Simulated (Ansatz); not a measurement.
# TiGe2 (model structure, started from the MoSi2 type, I4/mmm, No. 139, 3 atoms in the cell): properties by level of theory

```tsv
level (code)	equilibrium lattice constant a (Å)	lattice parameter c (Å)	enthalpy of formation (eV/atom)
PBE (Ansatz)	3.374	8.650	-0.258
PBEsol (Ansatz)	3.325	8.538	-0.352
PBE-D3(BJ) (Ansatz)	3.320	8.539	-0.348
```

Ansatz's density-functional and Hartree–Fock values are scalar-relativistic unless marked +SOC, with PAW data made under PBE.

The computed numbers hold no vibrational or temperature effects.

A model structure was made by putting elements into a prototype or built by hand; it is no filed structure, need not be a known phase, and can be a saddle point held by its symmetry.

Ansatz is a quantum-chemistry and plane-wave program.
